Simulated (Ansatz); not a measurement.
# BeCdO2 (model structure, started from the ScAlN2 type, P3m1, No. 156, 4 atoms in the cell)

These are PBEsol (plane waves, PAW; Ansatz, an electronic-structure program) values and carry that method's errors.

Numerical settings: plane-wave cutoff 520 eV, 12×12×8 k mesh (along the axes of the cell as run), Fermi–Dirac smearing 0.01 eV, scalar-relativistic PAW data made under PBE.

Cell (relaxed at this level):

BeCdO2 is taken in the trigonal space group P3m1 (No. 156), Pearson symbol hP4. Cell: a = b = 3.0343 Å, c = 5.4386 Å, α = β = 90.00°, γ = 120.00°. Cd on 1b has 4 O at 2.135 Å. O1 on 1b is coordinated by 3 Be at 1.830 Å and 1 Cd at 2.135 Å (tetrahedral). Be on 1c is coordinated by 1 O at 1.553 Å and 3 O at 1.830 Å (tetrahedral). O2 on 1c sees 1 Be at 1.553 Å and 3 Cd at 2.136 Å. (Neighbours: up to the widest gap in distance over summed covalent radii, below 1.35, at either atom; cation-cation and far metal-metal contacts left out.)

```yaml
band_gap: 0.77 eV
```

Note: the relaxation could raise the start's symmetry but not lower it, so the cell can be a saddle point.

Spin–orbit coupling is not included.

A model structure was made by putting elements into a prototype or built by hand; it is no filed structure, need not be a known phase, and can be a saddle point held by its symmetry.
